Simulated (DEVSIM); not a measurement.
Device: Si/Ge p-n heterojunction, at 300 K.

| layer (left to right) | material | thickness (μm) | Nd (cm⁻³) | Na (cm⁻³) | τn (s) | τp (s) |
|---|---|---|---|---|---|---|
| 1 | Si | 0.180 | - | 1.2e17 | 3.1e-7 | 3.1e-7 |
| 2 | Ge | 3.90 | 1.9e18 | - | 3.1e-7 | 3.1e-7 |

Left contact: ohmic. Right contact: ohmic. Voltage is applied to the left contact. Recombination: SRH at mid-gap, radiative, Auger. Mobility is μmin + (μ − μmin)/(1 + (N/Nref)^α).

The device is made up for the run: typed textbook-type constants, with dimensions and the other settings drawn at random. Values at 300 K.

| parameter | Si | Ge |
|---|---|---|
| gap (eV) | 1.124 | 0.664 |
| affinity (eV) | 4.05 | 4 |
| permittivity | 11.7 | 16 |
| Nc (cm⁻³) | 2.86e19 | 1.04e19 |
| Nv (cm⁻³) | 3.1e19 | 6e18 |
| μn (cm²/Vs) | 1417 | 3900 |
| μp (cm²/Vs) | 470 | 1900 |
| μn,min | 52 | 150 |
| μp,min | 45 | 100 |
| Nref,n | 9.7e16 | 2.6e17 |
| Nref,p | 2.2e17 | 4e17 |
| αn | 0.68 | 0.56 |
| αp | 0.72 | 0.6 |
| B (cm³/s) | 4.7e-15 | 6.4e-14 |
| Cn (cm⁶/s) | 2.8e-31 | 1e-31 |
| Cp (cm⁶/s) | 9.9e-32 | 1e-31 |

Simulated with DEVSIM: 1D drift-diffusion, Boltzmann statistics, complete ionisation; no tunnelling, impact ionisation, image-force lowering or self-heating. Band offsets follow the typed affinities; no thermionic-emission limit at abrupt steps, no polarisation charge.

**Question.** Tabulate band edges, carrier densities and field at zero bias.

**Answer.** Energies count from the Fermi level of the right contact; mesh points crowd at the junctions.

```json
[
 {"x (μm)": "0.000", "Ec (eV)": "0.980", "Ev (eV)": "-0.144", "n (cm⁻³)": "970", "p (cm⁻³)": "1.2e17", "field (V/cm)": "-26"},
 {"x (μm)": "0.005499", "Ec (eV)": "0.980", "Ev (eV)": "-0.144", "n (cm⁻³)": "970", "p (cm⁻³)": "1.2e17", "field (V/cm)": "-29"},
 {"x (μm)": "0.01782", "Ec (eV)": "0.980", "Ev (eV)": "-0.144", "n (cm⁻³)": "970", "p (cm⁻³)": "1.2e17", "field (V/cm)": "-62"},
 {"x (μm)": "0.04259", "Ec (eV)": "0.980", "Ev (eV)": "-0.144", "n (cm⁻³)": "990", "p (cm⁻³)": "1.2e17", "field (V/cm)": "-480"},
 {"x (μm)": "0.1153", "Ec (eV)": "0.857", "Ev (eV)": "-0.267", "n (cm⁻³)": "120000", "p (cm⁻³)": "1.0e15", "field (V/cm)": "-60000"},
 {"x (μm)": "0.1528", "Ec (eV)": "0.500", "Ev (eV)": "-0.624", "n (cm⁻³)": "1.2e11", "p (cm⁻³)": "1.0e9", "field (V/cm)": "-130000"},
 {"x (μm)": "0.1696", "Ec (eV)": "0.256", "Ev (eV)": "-0.868", "n (cm⁻³)": "1.4e15", "p (cm⁻³)": "80000", "field (V/cm)": "-160000"},
 {"x (μm)": "0.1794", "Ec (eV)": "0.086", "Ev (eV)": "-1.038", "n (cm⁻³)": "1.0e18", "p (cm⁻³)": "110", "field (V/cm)": "-200000"},
 {"x (μm)": "0.1848", "Ec (eV)": "0.072", "Ev (eV)": "-0.592", "n (cm⁻³)": "6.5e17", "p (cm⁻³)": "6.7e8", "field (V/cm)": "-68000"},
 {"x (μm)": "0.1960", "Ec (eV)": "0.045", "Ev (eV)": "-0.619", "n (cm⁻³)": "1.8e18", "p (cm⁻³)": "2.4e8", "field (V/cm)": "-3700"},
 {"x (μm)": "0.2223", "Ec (eV)": "0.044", "Ev (eV)": "-0.620", "n (cm⁻³)": "1.9e18", "p (cm⁻³)": "2.3e8", "field (V/cm)": "≈ 0"},
 {"x (μm)": "0.3109", "Ec (eV)": "0.044", "Ev (eV)": "-0.620", "n (cm⁻³)": "1.9e18", "p (cm⁻³)": "2.3e8", "field (V/cm)": "≈ 0"},
 {"x (μm)": "0.4693", "Ec (eV)": "0.044", "Ev (eV)": "-0.620", "n (cm⁻³)": "1.9e18", "p (cm⁻³)": "2.3e8", "field (V/cm)": "≈ 0"},
 {"x (μm)": "0.8392", "Ec (eV)": "0.044", "Ev (eV)": "-0.620", "n (cm⁻³)": "1.9e18", "p (cm⁻³)": "2.3e8", "field (V/cm)": "≈ 0"},
 {"x (μm)": "2.089", "Ec (eV)": "0.044", "Ev (eV)": "-0.620", "n (cm⁻³)": "1.9e18", "p (cm⁻³)": "2.3e8", "field (V/cm)": "≈ 0"},
 {"x (μm)": "3.146", "Ec (eV)": "0.044", "Ev (eV)": "-0.620", "n (cm⁻³)": "1.9e18", "p (cm⁻³)": "2.3e8", "field (V/cm)": "≈ 0"},
 {"x (μm)": "3.669", "Ec (eV)": "0.044", "Ev (eV)": "-0.620", "n (cm⁻³)": "1.9e18", "p (cm⁻³)": "2.3e8", "field (V/cm)": "≈ 0"},
 {"x (μm)": "3.893", "Ec (eV)": "0.044", "Ev (eV)": "-0.620", "n (cm⁻³)": "1.9e18", "p (cm⁻³)": "2.3e8", "field (V/cm)": "≈ 0"},
 {"x (μm)": "4.018", "Ec (eV)": "0.044", "Ev (eV)": "-0.620", "n (cm⁻³)": "1.9e18", "p (cm⁻³)": "2.3e8", "field (V/cm)": "≈ 0"},
 {"x (μm)": "4.055", "Ec (eV)": "0.044", "Ev (eV)": "-0.620", "n (cm⁻³)": "1.9e18", "p (cm⁻³)": "2.3e8", "field (V/cm)": "≈ 0"},
 {"x (μm)": "4.071", "Ec (eV)": "0.044", "Ev (eV)": "-0.620", "n (cm⁻³)": "1.9e18", "p (cm⁻³)": "2.3e8", "field (V/cm)": "≈ 0"},
 {"x (μm)": "4.080", "Ec (eV)": "0.044", "Ev (eV)": "-0.620", "n (cm⁻³)": "1.9e18", "p (cm⁻³)": "2.3e8", "field (V/cm)": "≈ 0"}
]
```
